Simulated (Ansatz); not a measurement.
Here is the system:

```xyz
2
Lattice="0.0000 3.0410 3.0410 3.0410 0.0000 3.0410 3.0410 3.0410 0.0000" Properties=species:S:1:pos:R:3 pbc="T T T"
Se     4.5615     4.5615     4.5615
Cd     0.0000     0.0000     0.0000
```

No spin polarisation.

Method: PBEsol (Ansatz, a first-principles code, PAW, no spin-orbit coupling), earlier PAW set. Settings: 9×9×9 k-points, 0.05 eV Fermi–Dirac smearing.

Q: Predict the electron mass and hole mass.

A: The electron mass comes out as 0.049 mₑ (at Γ) and the hole mass (degenerate bands, along [100]) is 0.050, 0.66, 0.66 mₑ (at Γ).

The levels and masses belong to the bands next to the band gap. Effective masses come from finite differences of ±0.01 Å⁻¹. No phonon test of stability was made. The cell was made from CdTe by this change: Te → Se.
